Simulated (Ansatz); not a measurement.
Ansatz (a first-principles code), DFT, PBE, plane waves, its default PAW files: fcc Cu, atoms displaced (Cu32), 32 atoms. Basis and mesh were picked for this test and aren't claimed converged.

| Quantity | Result |
|---|---|
| cell | 7.23, 7.23, 7.23 Å; 90, 90, 90° |
| distance to the nearest atom | 2.44 to 2.54 Å |
| task | single point |
| k mesh | 3×3×3 |
| hamiltonian.xc | pbe |
| kind of files | paw |
| scf.occupations.method | fermi_dirac |
| scf.occupations.width | 0.1 eV |
| output.forces | true |
| memory maximum (--max-ram) | 200GiB |
| accuracy | medium (default) |
| basis.precision | auto (default) |
| basis.xc_grid | 2 (default) |
| scf.eigensolver.kind | auto (default) |
| scf.mixing.algorithm | auto (default) |
| scf.mixing.preconditioner | auto (default) |
| scf.convergence.dr2_threshold | 3.77933e-07 (default) |
| scf.lower_state_search | light (default) |
| k-points after symmetry | 14 |
| bands at the start | 336 |
| electrons | 608 |
| plane waves at Γ | 7249 |
| cutoff (eV) | 420 |
| FFT grid | 50×50×50 |
| symmetry operations | 1 |

Hardware: Arm Neoverse V2, 96 cores on 1 socket, no SMT, 1 L3 cache group; 94 cores' worth of CPU time may be used.

Wall times, medians of two to five repeats, each run alone on the node (launch to exit). Processes are pinned to neighbouring cores unless said otherwise. The times hold for this build (release build for Arm (Neoverse V2), one process with threads). Scratch files lie in a memory file system. The time of a restarted run leaves out the earlier run that it starts from.

First run (88 threads, scf.initial_density.chi_scale = not set, checkpoint.density_extrapolation = not set, checkpoint.read = not set, earlier_run = none (default)):

```
── phase timings ───────────────────────
phase                  total
diag                  4.352s
density               0.198s
forces                0.173s
complement_search     0.106s
potential             0.036s
mixing                0.020s
energy                0.003s
fermi                 0.002s
xc_out                0.002s
energy_assemble       0.002s
paw_out               0.002s
hubbard               0.000s
efg                   0.000s
work_function         0.000s
charged_cell          0.000s
Σ                     4.896s
```

Second run:

```
── phase timings ───────────────────────
phase                  total
diag                  5.973s
density               0.234s
forces                0.178s
complement_search     0.104s
mixing                0.056s
potential             0.056s
energy                0.005s
fermi                 0.003s
xc_out                0.003s
energy_assemble       0.002s
paw_out               0.001s
hubbard               0.000s
efg                   0.000s
work_function         0.000s
charged_cell          0.000s
Σ                     6.614s
```

Both blocks come from the same system on the same machine. Which change was made from the first run to the second?
A. checkpoint.density_extrapolation = none, checkpoint.read = first.ck, earlier_run = first_atom_moved_ang=0.1 orbitals_saved=false
B. checkpoint.read = first.ck, earlier_run = first_atom_moved_ang=0 orbitals_saved=true scf.convergence.dr2_threshold=0.001
C. checkpoint.density_extrapolation = none, checkpoint.read = first.ck, earlier_run = first_atom_moved_ang=0.03 orbitals_saved=true
D. scf.initial_density.chi_scale = 0.1

D, scf.initial_density.chi_scale = 0.1. The largest move is in band solves (diag): 4.4 s to 6.0 s. The band solves carry the change: the iterations make 67024 against 94338 applications of H to a band, at 0.065 against 0.063 ms of diag time each. The other changes gave 15 s (checkpoint.density_extrapolation = none, checkpoint.read = first.ck, earlier_run = first_atom_moved_ang=0.1 orbitals_saved=false), 3.9 s (checkpoint.read = first.ck, earlier_run = first_atom_moved_ang=0 orbitals_saved=true scf.convergence.dr2_threshold=0.001), 9.7 s (checkpoint.density_extrapolation = none, checkpoint.read = first.ck, earlier_run = first_atom_moved_ang=0.03 orbitals_saved=true), against 7.0 s here and 5.2 s at first.

Keys are those of Ansatz 0.2.
